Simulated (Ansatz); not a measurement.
System: Al₂O₃ (Cmc2₁, No. 36, 10 atoms in the cell; start mp-754401; a measured phase of this formula has another space group). Method: PBE0 (Ansatz, a quantum-chemistry and plane-wave program, PAW).

Run with plane-wave cutoff 460 eV, 6×6×4 k mesh (along the axes of the cell as run), Fermi–Dirac smearing 0.01 eV, scalar-relativistic PAW data made under PBE.

Cell (relaxed with PBEsol):

```cif
data_Al8O12
_chemical_formula_sum 'Al8 O12'
_space_group_name_H-M_alt 'Cmc21'
_space_group_IT_number 36
_space_group_name_Hall 'C 2c -2'
_cell_length_a 9.70594
_cell_length_b 5.53029
_cell_length_c 4.94118
_cell_angle_alpha 90.000
_cell_angle_beta 90.000
_cell_angle_gamma 90.000
loop_
_atom_site_label
_atom_site_type_symbol
_atom_site_symmetry_multiplicity
_atom_site_Wyckoff_symbol
_atom_site_fract_x
_atom_site_fract_y
_atom_site_fract_z
_atom_site_occupancy
Al1 Al 8 b 0.16782 0.16042 0.43124 1
O1 O 4 a 0.00000 0.21871 0.49114 1
O2 O 8 b 0.22140 0.11979 0.08705 1
```
(The calculation used a cell of 10 atoms; values per cell refer to that cell.)

Question: Estimate the band gap that the calculation returns.

Answer: 
* **band gap**: 6.75 eV (on the SCF k mesh) (direct)

Note: cell and atoms aren't relaxed at this level (largest force component 0.12 eV/Å, pressure -1.7 GPa).

A start named mp-… is a Materials Project structure, which need not be a measured phase.
